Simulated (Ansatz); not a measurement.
**Lattice constant a of SiGe (model structure, started from the WC type, P-6m2, No. 187, 2 atoms in the cell) at several levels of theory**

No measured value is used here.

```tsv
level (code)	value (Å)
LDA (Ansatz)	3.541
PBE (Ansatz)	…
PBE-D3(BJ) (Ansatz)	3.560
r²SCAN+rVV10 (Ansatz)	3.627
```

**Question.** Complete the blanks.

**Answer.** 
- PBE (Ansatz, a first-principles code), value (Å): 3.667

Cutoffs differ between the levels. Ansatz's density-functional and Hartree–Fock values are scalar-relativistic unless marked +SOC, with PAW data made under PBE.

A model structure was made by putting elements into a prototype or built by hand; it is no filed structure, need not be a known phase, and can be a saddle point held by its symmetry.
